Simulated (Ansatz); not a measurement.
Structures of equal composition on the (0001) surface of 4H silicon carbide (Si plane on top): (√3x√3)R30° Al adatom at H3; (√3x√3)R30° Al adatom at T4. The slabs share one bottom face, and each structure is named by its start. These are constructed structures in small cells; real faces may alloy, dewet or reconstruct in larger ones, and not all known structures of the face are among them. Slabs of about 10 Å with all that they carry, Fermi-Dirac smearing of 0.025 eV. Bottom of the slabs: H caps. Relaxed from the named starts with such symmetry as they have, on meshes of like density; energies extrapolated to zero smearing; no spin-orbit coupling, no U. Spin-polarised runs, if any, are marked in brackets, and their order is one that fits the cell; the others ran without spin. Where a second, spin-polarised start was run, the lower counts.

Host crystal: 4H silicon carbide, with a band gap (PBE, scalar-relativistic without spin-orbit coupling).

Calculation: HSE06, at the PBE geometry (plane waves to 420 eV, PAW; Ansatz, a quantum-chemistry and plane-wave program).

Question: Order them by energy per 1x1 cell (lowest first) at the level HSE06, at the PBE geometry.

Answer: (√3x√3)R30° Al adatom at T4 (0.000 eV), (√3x√3)R30° Al adatom at H3 (0.242 eV)
